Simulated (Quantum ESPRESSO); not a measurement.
## Several settings converged on CaGe2Au2 (I4mm, 5 atoms in the cell)

```yaml
crystal:
  lattice:
    - [-2.21848, 2.21848, 5.12244]
    - [2.21848, -2.21848, 5.12244]
    - [2.21848, 2.21848, -5.12244]
  atoms:
    - { symbol: Ca, position: [0.00488, 0.00488, 0.00000] }
    - { symbol: Ge, position: [0.38161, 0.38161, 0.00000] }
    - { symbol: Ge, position: [0.61839, 0.61839, 0.00000] }
    - { symbol: Au, position: [0.75000, 0.25000, 0.50000] }
    - { symbol: Au, position: [0.25000, 0.75000, 0.50000] }
```

Base method: LDA (PZ), PSlibrary ultrasoft (LDA) pseudopotentials (plane waves; Quantum ESPRESSO).

Base settings: ecutwfc = 50 Ry; ecutrho = 450 Ry; occupations = smearing; smearing = gaussian; degauss = 0.0073499 Ry; K_POINTS = automatic 4 4 4 0 0 0; conv_thr = 1e-11 Ry; mixing_beta = 0.3.

The count of work is k-points × plane waves × bands × iterations; it is no time. Core times come from one kind of shared machine, to one figure; runs under 30 s give none.

**The plane-wave cutoff**

Moved along: ecutrho.

The second cell is the first with its lattice scaled by 0.98.

The mesh stays at the base's, so the ladder's end is converged at best in this setting alone.

Only quantities that move along the ladder and can be compared are tabulated.

```tsv
ecutwfc	free energy less the last step's (meV/atom)	energy of the compressed cell less the first (meV/atom)	pressure (GPa)	largest difference of a force vector from the last step's (eV/Å)	count of work / last	core time / last (rough)
17.5 Ry	1298.88	18.19	-39.81	0.026	0.071	–
22 Ry	310.33	5.07	-13.07	0.041	0.11	–
28 Ry	62.43	2.34	-4.57	0.015	0.17	0.1
50 Ry	4.41	0.02	-2.82	0.000	0.41	0.4
88 Ry	0.00	-0.01	-2.68	0.000	1.0	1
```

Coarsest ecutwfc that holds the pressure within 1 GPa of the last step, with all finer ones: 50 Ry, at 0.41 of the last step's count of work and about 0.4 of the last step's time; the step before is off by 1.9 GPa.

Coarsest ecutwfc that holds the energy of the compressed cell less the first within 1 meV/atom of the last step, with all finer ones: 50 Ry, at 0.41 of the last step's count of work and about 0.4 of the last step's time; the step before is off by 2.4 meV/atom.

Coarsest ecutwfc that holds the forces within 0.02 eV/Å of the last step, with all finer ones: 28 Ry, at 0.17 of the last step's count of work and about 0.1 of the last step's time; the step before is off by 0.041 eV/Å.

At the lowest cutoff the pressure lies 37.1 GPa under the last step's, the usual sign of Pulay stress in an incomplete plane-wave basis.

**The cutoff for other potential files**

Level: DFT, LDA (PZ), plane waves, PSlibrary PAW (LDA) pseudopotentials.

In this ladder: pseudopotentials = {Ca: Ca.pz-spn-kjpaw_psl.1.0.0.UPF, Ge: Ge.pz-n-kjpaw_psl.1.0.0.UPF, Au: Au.pz-n-kjpaw_psl.1.0.0.UPF}. Moved along: ecutrho.

The second cell is the first with its lattice scaled by 0.98.

The mesh stays at the base's, so the ladder's end is converged at best in this setting alone.

Only quantities that move along the ladder and can be compared are tabulated.

| ecutwfc | free energy less the last step's (meV/atom) | energy of the compressed cell less the first (meV/atom) | pressure (GPa) | largest difference of a force vector from the last step's (eV/Å) | count of work / last | core time / last (rough) |
|---|---|---|---|---|---|---|
| 22 Ry | 313.59 | 4.03 | -13.44 | 0.039 | 0.14 | 0.1 |
| 35 Ry | 14.75 | -0.54 | -3.13 | 0.001 | 0.32 | 0.2 |
| 50 Ry | 3.69 | -0.79 | -2.89 | 0.000 | 0.61 | 0.4 |
| 75 Ry | 0.00 | -0.82 | -2.78 | 0.000 | 1.0 | 1 |

Coarsest ecutwfc that holds the energy of the compressed cell less the first within 2 meV/atom of the last step, with all finer ones: 35 Ry, at 0.32 of the last step's count of work and about 0.2 of the last step's time; the step before is off by 4.8 meV/atom.

Coarsest ecutwfc that holds the pressure within 1 GPa of the last step, with all finer ones: 35 Ry, at 0.32 of the last step's count of work and about 0.2 of the last step's time; the step before is off by 11 GPa.

Coarsest ecutwfc that holds the free energy within 5 meV/atom: not settled: the last two steps still differ by 3.7 meV/atom, over half the tolerance, so the ladder does not show it.

At the lowest cutoff the pressure lies 10.7 GPa under the last step's, the usual sign of Pulay stress in an incomplete plane-wave basis.

**The cutoff for other potential files**

Level: DFT, LDA (PZ), plane waves, GBRV 1.5 ultrasoft (LDA) pseudopotentials.

In this ladder: pseudopotentials = {Ca: ca_lda_v1.uspp.F.UPF, Ge: ge_lda_v1.4.uspp.F.UPF, Au: au_lda_v1.uspp.F.UPF}. Moved along: ecutrho.

The second cell is the first with its lattice scaled by 0.98.

The mesh stays at the base's, so the ladder's end is converged at best in this setting alone.

Only quantities that move along the ladder and can be compared are tabulated.

```tsv
ecutwfc	free energy less the last step's (meV/atom)	energy of the compressed cell less the first (meV/atom)	pressure (GPa)	largest difference of a force vector from the last step's (eV/Å)	count of work / last	core time / last (rough)
22 Ry	2103.80	-12.02	-91.36	0.071	0.16	0.2
35 Ry	9.99	-6.55	-4.06	0.000	0.30	0.3
50 Ry	2.39	-6.63	-3.49	0.000	0.51	0.7
75 Ry	0.00	-6.64	-3.44	0.000	1.0	1
```

Coarsest ecutwfc that holds the energy of the compressed cell less the first within 1 meV/atom of the last step, with all finer ones: 35 Ry, at 0.30 of the last step's count of work and about 0.3 of the last step's time; the step before is off by 5.4 meV/atom.

Coarsest ecutwfc that holds the forces within 0.02 eV/Å of the last step, with all finer ones: 35 Ry, at 0.30 of the last step's count of work and about 0.3 of the last step's time; the step before is off by 0.071 eV/Å.

Coarsest ecutwfc that holds the pressure within 0.5 GPa of the last step, with all finer ones: 50 Ry; the step before is off by 0.62 GPa.

At the lowest cutoff the pressure lies 87.9 GPa under the last step's, the usual sign of Pulay stress in an incomplete plane-wave basis.

On the base run: the starting cell comes from a database of computed structures (which also holds hypothetical and non-ambient phases and stackings), without a prior relaxation at this level. Its lattice was rescaled by up to half a per cent. One atom was moved a little off its site on purpose. Without a gap this mesh is coarse (it stands for a supercell whose shortest vector is 18 Å).
